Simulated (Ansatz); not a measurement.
Worked calculations on one periodic cell of amorphous Ga$_{24}$O$_{38}$Si: Ga24O38Si, 63 atoms, volume 792.4 Å³, made by a melt-quench on the CHGNet potential and relaxed with DFT. O atoms were pushed apart under 1.9 Å during the dynamics, to hinder bonds among them. It is a model cell: composition and starting density were chosen by hand, and all elements were melted together. Cycles of charging were run to anneal it. Level of theory: PBE, scalar-relativistic without spin-orbit coupling (plane waves to 420 eV, PAW; Ansatz, an electronic-structure program). Sampling: a 2×2×2 Γ-centred mesh; Fermi-Dirac width 0.02 eV; no spin polarisation. Its volume was relaxed, its shape was held as a cube, and it stands at a mean pressure of 0.1 GPa with stress components up to 2.6 GPa; the relaxation ran on the zone centre alone. Its density went from a set 4.85 to 4.84 g/cm³. The cell is small and was quenched far faster than a real film, so it is one sample of the glass.

Task: Count formal charges (Ga +3, O -2, Si +4). What does the count lead one to expect at the Fermi level, and what does the calculation give?

Result: 24 × (+3) + 38 × (-2) + 1 × (+4) = 0. The charges balance, so the anion-derived valence states can be full and a gap can open. On this mesh the highest filled and lowest empty level lie 1.61 eV apart, the PBE gap of this cell, with a localised state at one edge or both.

Four energies for a hole at PBE on the zone centre alone (charged cells in a uniform background, spin-polarised): neutral at the neutral geometry -113006.556 eV; charged at the neutral geometry -113012.272 eV; charged and relaxed -113012.391 eV; neutral at the charged geometry -113006.393 eV.

Task: Find the two relaxation energies and their sum, the reorganisation energy.

Result: On charging: -113012.272 − (-113012.391) = 0.119 eV. On discharging: -113006.393 − (-113006.556) = 0.163 eV. The sum is 0.282 eV. The carrier's level spreads over 11 of the 63 atoms' worth, so it counts as partly localised, most on one O atom with neighbours Ga 1.88 Å, Ga 1.88 Å, Ga 1.99 Å (neutral geometry). The values are uncorrected: the image energy of a point charge in this cell, 2.84 × 14.40 / (2 × 9.3) = 2.2 eV before screening, is screened by electrons alone at the fixed geometry and by ions too after relaxing, and the carrier can be spread before it relaxes, so each term can be off by up to that value times 1/ε∞, some tenths of an eV. PBE's self-interaction favours spread-out carriers, so a hybrid can localise more.
